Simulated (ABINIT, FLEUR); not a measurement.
A FLEUR input for a self-consistent single point of In2Ag (I4/mcm, 6 atoms in the cell) (DFT, PBEsol, all-electron FLAPW (FLEUR), scalar-relativistic valence):

Input of the input generator:

```
In2Ag FLAPW
&input film=f /
-3.4715000000 3.4715000000 2.7874000000
3.4715000000 -3.4715000000 2.7874000000
3.4715000000 3.4715000000 -2.7874000000
1.8897261246
1.0 1.0 1.0

6
49 0.3454400000 0.1545600000 0.5000000000
49 0.6545600000 0.8454400000 0.5000000000
49 0.1545600000 0.6545600000 0.8091200000
49 0.8454400000 0.3454400000 0.1908800000
47 0.7500000000 0.7500000000 -0.0000000000
47 0.2500000000 0.2500000000 -0.0000000000

&comp jspins=1 /
&exco xctyp='PBEs' /
&kpt div1=5 div2=5 div3=5 /
&end /
```

```xml
<?xml version="1.0" encoding="UTF-8" standalone="no"?>
<fleurInput fleurInputVersion="0.39">
   <comment>
      In2Ag FLAPW                                                                                         
   </comment>
   <calculationSetup>
      <cutoffs Kmax="4.1" Gmax="14.3" GmaxXC="14.3" numbands="0"/>
      <scfLoop itmax="100" minDistance="0.00001" maxIterBroyd="15" imix="Anderson" alpha="0.05" precondParam="0.0" spinf="2.0"/>
      <coreElectrons ctail="T" frcor="F" kcrel="0" coretail_lmax="0"/>
      <xcFunctional name="PBEs" relativisticCorrections="F"/>
      <magnetism jspins="1"/>
      <soc l_soc="F" theta="0.0" phi="0.0" spav="F"/>
      <expertModes spex="0" secvar="F"/>
      <geometryOptimization l_f="T" forcealpha="1.0" forcemix="BFGS" epsdisp="0.00001" epsforce="0.00001"/>
      <ldaU l_linMix="F" mixParam="0.05" spinf="1.0"/>
   </calculationSetup>
   <cell>
      <bzIntegration valenceElectrons="86.0" mode="hist" fermiSmearingEnergy="0.00367493">
         <kPointListSelection listName="default-1"/>
         <!-- k-points included here -->
         <xi:include xmlns:xi="http://www.w3.org/2001/XInclude" href="kpts.xml"> </xi:include>
      </bzIntegration>
      <!-- symmetry operations included here -->
      <xi:include xmlns:xi="http://www.w3.org/2001/XInclude" href="sym.xml"> </xi:include>
      <bulkLattice scale="1.0">
         <bravaisMatrix>
            <row-1>   -6.5601842415488996     6.5601842415488996     5.2674225997100397</row-1>
            <row-2>    6.5601842415488996    -6.5601842415488996     5.2674225997100397</row-2>
            <row-3>    6.5601842415488996     6.5601842415488996    -5.2674225997100397</row-3>
         </bravaisMatrix>
      </bulkLattice>
   </cell>
   <atomSpecies>
      <species name="Indium (In)" element="In" atomicNumber="49">
         <mtSphere radius="2.68" gridPoints="925" logIncrement="0.014"/>
         <atomicCutoffs lmax="10" lnonsphr="8"/>
         <electronConfig flipSpins="F">
            <coreConfig>(1s1/2) (2s1/2) (2p1/2) (2p3/2) (3s1/2) (3p1/2) (3p3/2) (4s1/2) (3d3/2) (3d5/2) (4p1/2) (4p3/2)</coreConfig>
            <valenceConfig>(5s1/2) (4d3/2) (4d5/2) (5p1/2) (5p3/2)</valenceConfig>
            <stateOccupation state="(5p1/2)" spinUp="0.1666666666667" spinDown="0.1666666666667"/>
            <stateOccupation state="(5p3/2)" spinUp="0.3333333333333" spinDown="0.3333333333333"/>
         </electronConfig>
         <energyParameters s="5" p="5" d="5" f="4"/>
         <lo type="SCLO" l="2" n="4" eDeriv="0"/>
      </species>
      <species name="Silver (Ag)" element="Ag" atomicNumber="47">
         <mtSphere radius="2.46" gridPoints="849" logIncrement="0.015"/>
         <atomicCutoffs lmax="10" lnonsphr="8"/>
         <electronConfig flipSpins="F">
            <coreConfig>(1s1/2) (2s1/2) (2p1/2) (2p3/2) (3s1/2) (3p1/2) (3p3/2) (4s1/2) (3d3/2) (3d5/2)</coreConfig>
            <valenceConfig>(4p1/2) (4p3/2) (5s1/2) (4d3/2) (4d5/2)</valenceConfig>
            <stateOccupation state="(5s1/2)" spinUp="0.5" spinDown="0.5"/>
         </electronConfig>
         <energyParameters s="5" p="5" d="4" f="4"/>
         <lo type="SCLO" l="1" n="4" eDeriv="0"/>
         <lo type="HELO" l="2" n="5" eDeriv="0"/>
      </species>
   </atomSpecies>
   <atomGroups>
      <atomGroup species="Indium (In)">
         <relPos label="                   1">.3454400000 .1545600000 1.000/2.000</relPos>
         <relPos label="                   2">-.3454400000 -.1545600000 1.000/2.000</relPos>
         <relPos label="                   3">.1545600000 -.3454400000 -.1908800000</relPos>
         <relPos label="                   4">-.1545600000 .3454400000 .1908800000</relPos>
         <force calculate="T" relaxXYZ="TTT"/>
      </atomGroup>
      <atomGroup species="Silver (Ag)">
         <relPos label="                   5">-1.000/4.000 -1.000/4.000 .0000000000</relPos>
         <relPos label="                   6">1.000/4.000 1.000/4.000 .0000000000</relPos>
         <force calculate="T" relaxXYZ="TTT"/>
      </atomGroup>
   </atomGroups>
   <output dos="F" band="F" slice="F">
      <checks vchk="F" cdinf="F"/>
      <bandDOS minEnergy="-.5*Htr" maxEnergy="0.5*Htr" sigma="0.015" storeEVData="T"/>
      <vacuumDOS vacdos="F" integ="F" star="F" nstars="0" locx1="0.0" locy1="0.0" locx2="0.0" locy2="0.0" nstm="0" tworkf="0.0"/>
      <unfoldingBand unfoldBand="F" supercellX="1" supercellY="1" supercellZ="1"/>
      <plotting iplot="0" polar="F">
         <plot TwoD="T" vec1="  1.0  0.0  0.0" vec2="  0.0  1.0  0.0" vec3="  0.0  0.0  1.0" zero="  0.0  0.0  0.0" file="plot"/>
      </plotting>
      <chargeDensitySlicing numkpt="0" minEigenval="0.0" maxEigenval="0.0" nnne="0" pallst="F"/>
      <specialOutput eonly="F"/>
      <magneticCircularDichroism mcd="F" energyLo="-10.0" energyUp="0.0"/>
   </output>
  <!-- We include the file relax.xml here to enable relaxations (see documentation) -->
  <xi:include xmlns:xi="http://www.w3.org/2001/XInclude" href="relax.xml"> <xi:fallback/> </xi:include>
</fleurInput>
```

Task: Give the ABINIT input for the same structure, mesh, smearing and functional.

Result: This is the input that was run; spellings and numerical settings could be chosen otherwise.

```
# In2Ag, JTH v2.0 PBE PAW
pp_dirpath "./"
pseudos "In.GGA_PBE-JTH.xml, Ag.GGA_PBE-JTH.xml"
acell 3*1.0 Angstrom
rprim
        -3.4715000000    3.4715000000    2.7874000000
         3.4715000000   -3.4715000000    2.7874000000
         3.4715000000    3.4715000000   -2.7874000000
natom 6
ntypat 2
znucl 49 47
typat 1 1 1 1 2 2
xred
         0.3454400000    0.1545600000    0.5000000000
         0.6545600000    0.8454400000    0.5000000000
         0.1545600000    0.6545600000    0.8091200000
         0.8454400000    0.3454400000    0.1908800000
         0.7500000000    0.7500000000    0.0000000000
         0.2500000000    0.2500000000    0.0000000000
ecut 544 eV
pawecutdg 1088 eV
pawxcdev 0
ixc -116133
occopt 3
tsmear 0.00367493
nband 47
kptopt 1
ngkpt 5 5 5
nshiftk 1
shiftk 0 0 0
nstep 80
tolvrs 1.0e-12
prtwf 0
prtden 0
prtvol 1
enunit 1
```

Basis settings and potentials, where a program has them, do not carry over. This input uses DFT, PBEsol, plane waves, PAW (JTH v2.0 PBE PAW, files made for PBE). Both were run: largest force 0.003 eV/Å in FLEUR and 0.016 in ABINIT.

On FLEUR: the starting cell comes from a database of computed structures (which also holds hypothetical and non-ambient phases and stackings), without a prior relaxation at this level. Values depend on the basis (sphere radii, cutoffs, local orbitals), which need not be converged.

On ABINIT: the starting cell comes from a database of computed structures (which also holds hypothetical and non-ambient phases and stackings), without a prior relaxation at this level. The potentials were made for another functional than the one used.
